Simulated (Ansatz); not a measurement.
# ZrC (P6₃/mmc, No. 194, 4 atoms in the cell; start mp-1014307; a measured phase of this formula has another space group)

Computed with r²SCAN (Ansatz, a first-principles code, plane waves, PAW).

Settings: plane-wave cutoff 560 eV, 18×18×10 k mesh (along the axes of the cell as run), Fermi–Dirac smearing 0.05 eV, scalar-relativistic PAW data made under PBE.

Cell (relaxed at this level):

```xyz
4
Lattice="3.3647 0.0000 0.0000 -1.6823 2.9139 0.0000 0.0000 0.0000 5.3205" Properties=species:S:1:pos:R:3 pbc="T T T"
Zr     0.0000     1.9426     1.3301
Zr     1.6823     0.9713     3.9903
C      0.0000     0.0000     0.0000
C      0.0000     0.0000     2.6602
```

| Item | Value |
|---|---|
| band gap | zero (no gap) |
| bulk modulus | 227 GPa |

Note: the relaxation could not lower the start's symmetry, so the cell can be a saddle point above a distorted one; the bulk modulus is −V dP/dV from two relaxed cells at ±2 % in volume.

Spin–orbit coupling is not included.

Computed values are for the static lattice.

A start named mp-… is a Materials Project structure, which need not be a measured phase.
